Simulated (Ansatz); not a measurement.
The starting structures come from a database of crystals and need not be the phases stable at ambient conditions.

Inside the gap of an insulator the Bloch states are evanescent, with a wavenumber k + iκ along the transport direction.

Here is the system:

```
CELL_PARAMETERS angstrom
      6.09303     0.00000     0.00000
      0.00000     6.20110     0.00000
      0.00000    -2.46126     5.70076
ATOMIC_POSITIONS crystal
  Fe 0.00859 0.29042 0.29781
  Fe 0.99141 0.70958 0.70219
  Fe 0.50859 0.70958 0.20219
  Fe 0.49141 0.29042 0.79781
  Sb 0.63790 0.14317 0.37498
  Sb 0.36210 0.85683 0.62502
  Sb 0.13790 0.85683 0.12502
  Sb 0.86210 0.14317 0.87498
  Se 0.36171 0.35376 0.17194
  Se 0.63829 0.64624 0.82806
  Se 0.86171 0.64624 0.32806
  Se 0.13829 0.35376 0.67194
```

Space group of this cell: P2_1/c. The cell is taken as given.

Transport runs along the normal of the first two printed cell vectors.

The gap is the functional's own, uncorrected, and κ follows it; spin-orbit coupling is left out. Mid-gap values are interpolated between the computed energies.

Q: Give the band gap and the smallest decay constant κ at mid-gap that Ansatz (a first-principles code) with r2SCAN yields.

A: Gap 0.73 eV on a 6×6×6 mesh; κ = 0.161 1/Å, at (0.000, 0.333) of the in-plane reciprocal vectors. At the zone centre, at the nearest computed energy, the slowest state has κ = 0.25 1/Å.
